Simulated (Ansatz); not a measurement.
Model: Si(111) 1x1 surface, 6 top atoms, 3 bilayers, bottom bilayer H-capped and fixed, every top atom capped by H; cell 11.5 x 6.6 Å; two neighbouring H replaced by OH; about 7 Å thick over the host's atoms, 18 atoms held. The numbers are results of PBE-D3(BJ) (plane waves to 420 eV, PAW; Ansatz, a first-principles code), not measurements. k mesh 1 x 2 x 1. The slab states were run without spin polarisation. No Hubbard U. Results hold for this slab, coverage and mesh. Energies are static: no zero-point or thermal part. Each state was relaxed from one prepared geometry.

One TiF4 a cell is brought to Si(111):H with two OH. Relaxed result near the molecule:

```
atom    x (Å)  y (Å)   z (Å)
------  -----  -----  ------
H(44)   7.674  0.024  11.052
H(45)   9.670  3.354  11.047
O(46)   5.295  3.435  11.150
H(47)   4.319  3.439  11.311
Ti(a0)  6.420  3.337  13.091
F(a1)   4.817  2.735  13.601
F(a2)   7.519  2.396  12.028
F(a3)   7.298  3.097  14.609
F(a4)   6.568  5.099  12.919
```

Task: What is the adsorption energy against the free TiF4 and the slab before, and how much of it is dispersion?

Result: -0.65 eV (negative: bound); the D3 term gives -0.36 eV of it. Bonds to the surface: O(46)-Ti(a0) 2.25 Å.

Here TiF4 is the monomer.
